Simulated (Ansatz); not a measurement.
Consider the following.

```yaml
crystal:
  lattice:
    - [0.00000, 2.71923, 2.71923]
    - [2.71923, 0.00000, 2.71923]
    - [2.71923, 2.71923, 0.00000]
  atoms:
    - { symbol: Ga, position: [0.00000, 0.00000, 0.00000] }
    - { symbol: P, position: [0.25000, 0.25000, 0.25000] }
```

The numbers are results of r2SCAN with spin-orbit coupling, rigid bands (plane waves, PAW; Ansatz, an electronic-structure program), not measurements. How the cell was made: cell and atoms relaxed with PBEsol.

Question: What conductivity effective mass do dilute electrons have at 300 K?

Answer: 0.34 mₑ.

Question: Predict the hole conductivity mass (n e² τ/σ) at 300 K, by direction if it differs.

Answer: 0.48 mₑ.

Question: And the band gap?

Answer: 1.81 eV at this level; semilocal functionals usually fall short of the measured gap.

Rigid bands, one relaxation time for all states, no polarons. Geometry: cell and atoms relaxed with PBEsol.
